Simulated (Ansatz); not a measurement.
## MgO: energy against strain

MgO (rock salt, Fm-3m, 8.993 Å³/atom at rest) under an equal strain ε in the (111) plane with the normal axis free, as in a coherent film. LDA in Ansatz, a plane-wave DFT program (PAW, default set), 420 eV, 14×14×14 Γ-centred mesh, Fermi-Dirac smearing 0.05 eV; ions are relaxed within the symmetry of each cell.

Here s stands for strain and y for E less E0.

```csv
strain (%),E less E0 (meV/atom)
-2.50,?
-1.25,3.82
-0.83,1.67
-0.42,0.43
0.00,0.00
0.42,0.44
0.83,1.63
1.25,3.62
```

Problem. Using a parabola, estimate the missing y at s = -2.50 from the other rows, showing the fit.

Solution. Least squares gives y = 0.011 - 0.0575·s + 2.3746·s². Residuals (row less fit): 0.027, -0.025, -0.024, -0.011, 0.034, 0.031, -0.029; standard error 0.035 (degrees of freedom: 4). Twice the quadratic coefficient over the volume, 2 × 2.3746 meV × 10⁴ × 0.1602 / 8.993 Å³, is twice the biaxial elastic modulus of this plane = 846 ± 8 GPa. At the withheld row, y = 0.011 - 0.0575 × (-2.50) + 2.3746 × (-2.50)² = 14.996 meV/atom. The calculation gives 15.68 meV/atom, 0.684 meV/atom above the prediction (4.4 % of the range of y in the table). The row lies outside the fitted rows, so this is an extrapolation. From the scatter of the fitted rows alone, a prediction at this place has a standard error of 0.136 meV/atom, so the miss is 5.0 times that.

One order more, fitted to all 13 runs of the series, follows each within 0.01, so the miss is the next term of a smooth law. Rows are the converged runs of the series near zero and its far end; series whose fitted rows scatter by over a few per cent of the range, as at a crossing or softening among them, aren't shown in this form. Most that stay on the fit to the last digits aren't either.
